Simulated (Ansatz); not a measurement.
Cell and atoms of amorphous Ta24O12:

```xyz
36
Lattice="8.1168 0.0000 0.0000 0.0000 8.1168 0.0000 0.0000 0.0000 8.1168" Properties=species:S:1:pos:R:3 pbc="T T T"
Ta     8.0523     1.0351     5.1965
Ta     5.4662     5.2053     0.2027
Ta     1.4342     0.7025     7.8997
Ta     2.9477     3.2957     0.9792
Ta     7.8096     3.7656     4.2030
Ta     6.3702     7.4852     3.1387
Ta     6.8585     2.7809     6.8493
Ta     4.1450     1.4367     7.3910
Ta     0.2006     6.5242     6.4938
Ta     1.2286     7.4422     3.2107
Ta     2.8632     6.2338     7.5959
Ta     5.7952     2.4713     1.4432
Ta     1.5658     3.2649     6.5347
Ta     0.2681     1.8746     2.1857
Ta     2.6752     0.3060     5.3791
Ta     2.6087     2.4878     3.6614
Ta     0.1296     4.5293     1.5353
Ta     4.8077     4.4649     2.9893
Ta     5.1706     7.2904     5.8716
Ta     6.7224     0.0600     0.0817
Ta     2.8200     5.5941     4.6459
Ta     5.3649     1.7356     4.2019
Ta     4.2326     3.8968     6.1210
Ta     3.7687     0.4086     1.8882
O      7.6708     7.0177     4.6701
O      5.3196     7.1229     1.4629
O      6.8469     5.2351     2.9288
O      7.9883     4.5127     6.1496
O      1.1816     5.2887     3.2644
O      7.8791     7.8227     1.7881
O      7.3868     5.9139     0.1523
O      1.5562     4.6730     0.1167
O      5.9002     3.7133     4.9726
O      2.2263     7.3149     1.2626
O      3.7403     5.2223     1.3690
O      4.8751     6.2391     4.1238
```

Calculation: PBE, scalar-relativistic without spin-orbit coupling (plane waves to 420 eV, PAW; Ansatz, a program for electronic structure). The usual formal charges leave 96 electrons over, so the level spacing at the Fermi energy parts defect or band states and needn't be the band gap.

It comes from a melt-quench run on a machine-learned potential (CHGNet), relaxed afterwards by DFT. O atoms were pushed apart under 1.9 Å during the dynamics, to hinder bonds among them. The hot cell started wider than the set density and was brought back towards it in steps. It is the lowest in DFT energy of 2 quenches. It is a model cell: composition and starting density were chosen by hand, and all elements were melted together. No dispersion term was used. Its density started from a set value of 16.01 and ended at 14.08 g/cm³. The quench (nominally 300 K/ps over its main leg) was far faster than any real one, so the model tends to hold more defects than a real film. A cell of this size samples the disorder only roughly. The volume was free in the relaxation, at fixed shape. Stress components on the final sampling reach 4.3 GPa. On a 2×2×2 Γ-centred mesh force components of up to 0.35 eV/Å stay, since the relaxation ran on one k-point at (1/4, 1/4, 1/4).

Bonds are counted up to Ta-Ta 3.12 Å, Ta-O 2.54 Å, O-O 1.58 Å. Two cations that share two anions don't count as bonded, nor two that share one unless they lie closer than Ta-Ta 3.04 Å.

Task: Give the coordination numbers, mean bond lengths and angles.

Result: 
```json
{
  "Mean coordination of Ta by anions": "2.04 (4 with 0, 6 with 1, 5 with 2, 4 with 3, 4 with 4, 1 with 5); 134 close contacts or bonds to cations besides",
  "Mean coordination of O": "4.08 (11 with 4, 1 with 5)",
  "Mean Ta-Ta close contact": "2.906 Å (spread 0.107 Å, 67 counted)",
  "Mean Ta-O bond": "2.158 Å (spread 0.096 Å, 49 counted)",
  "Bond angle at Ta": "mean 98.4°, spread 32.9°",
  "Bond angle at O": "mean 107.9°, spread 25.3°"
}
```
